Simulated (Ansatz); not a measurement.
Al2Cu (I4/mcm, No. 140), treated with rVV10 in Ansatz (PAW).

Run with plane-wave cutoff 520 eV, 14×14×14 k mesh, Fermi–Dirac smearing 0.05 eV, no spin polarisation, scalar-relativistic PAW data made under PBE.

Shape and atoms are relaxed at each volume.

Pressure at four volumes; x = ln(V/14.972 Å³). One pressure is withheld.

```tsv
V (Å³/atom)	x	P (GPa)
14.373	-0.0408	?
14.673	-0.0202	2.08
14.972	0.0000	0.01
15.571	0.0392	-3.48
```

Q: Pass a parabola P(x) through the three rows shown, estimate the bulk modulus and its pressure derivative near zero pressure, and predict the withheld pressure.

A: Slopes between the rows: (0.01 − (2.08))/(0.0000 − (-0.0202)) = -102.48 and (-3.48 − (0.01))/(0.0392 − (0.0000)) = -89.03 GPa. Their difference over the span 0.0594 is c = 13.45/0.0594 = 226.4 GPa, so P(x) = 2.08 + (-102.48)(x − (-0.0202)) + 226.4 (x − (-0.0202))(x − (0.0000)). At the middle row B = −dP/dx = −[-102.48 + 226.4 × 0.0202] = 97.9 GPa, and B′ = dB/dP = 2c/B = 4.6. At x = -0.0408 the parabola gives 4.38 GPa; the run gives 4.39 GPa. The Birch–Murnaghan fit to the energies at all volumes has B0 = 97.5 GPa and B′ = 4.6.

Ansatz is a program for electronic structure.
